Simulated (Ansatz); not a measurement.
**Au on the 1x1 (111) surface of fcc Pt, one in a 2x2 cell, started at the site 'bridge Pt-Pt (span 2.8 Å)'**

Method: PBE (plane waves to 420 eV, PAW; Ansatz, a quantum-chemistry and plane-wave program).

Set-up: 17 atoms, 6.9 Å thick at the start under the adsorbate (thin: gaps and levels are the slab's own); mesh 6x6x1; 0.1 eV smearing; dipole correction on; 8 atoms held, the rest relaxed; symmetry of the start imposed; no spin, no spin-orbit, no U, no dispersion correction. At the end it is bonded to 3 Pt. In PBE it is, or lies within 0.03 eV of, the lowest of the starts that converged.

| Property | Result |
|---|---|
| adsorption energy against an atom of fcc Au | 0.40 eV |
| work function of the top face | 4.59 eV |
| change of the work function | -1.09 eV |
| change of the step from the bottom to the top vacuum level, against the clean slab | -1.08 eV |
| energy released by relaxation | 0.32 eV |
| height of the binding atom over the mean of the host atoms within 0.3 Å of the top one | 2.144 Å |
| nearest host atoms of the binding atom | Pt at 2.70 Å, Pt at 2.70 Å, Pt at 2.70 Å |
| largest move of a host atom | 0.05 Å |
| note | in the relaxation the adsorbate left its starting site by 0.8 Å |
| cost | about 14 core-minutes (a rough figure) |

A negative adsorption energy means that the adsorbate is more stable on the surface than in its reference.
